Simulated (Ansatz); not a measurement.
The reference is FePt (space group P4/mmm, No. 123; a = 2.735 Å, c = 3.722 Å; ferromagnetic; relaxed with 0.1 eV smearing). Axes: x, y, z lie along a, b, c of the conventional cell.

The values are results of Ansatz (a first-principles code) r2SCAN, no SOC, not measurements.

Strains are applied to the cell and any free atomic positions relax.

One change was made to it. Results:

| quantity | base | after |
|---|---|---|
| largest site moment | 3.29 μB | 3.29 μB |
| energy relative to the base (free energy F) | 0 meV/atom | +16 meV/atom |

**Question.** Which of these changes matches the shifts?
A. isotropic strain +1.18 %
B. isotropic strain +0.28 %
C. isotropic strain −2.60 %
D. uniaxial strain ε_yy = +2.56 %
E. tensor shear ε_yz = +2.97 %

**Answer.** E, tensor shear ε_yz = +2.97 %. For comparison, the energy relative to the base in the other runs: uniaxial strain ε_yy = +2.56 % gives +9.8 meV/atom; isotropic strain +1.18 % gives +11 meV/atom; isotropic strain +0.28 % gives +0.7 meV/atom; isotropic strain −2.60 % gives +63 meV/atom.

Other magnetic orders, which the real material may have, were not ruled out. Stability against distortions was not tested.
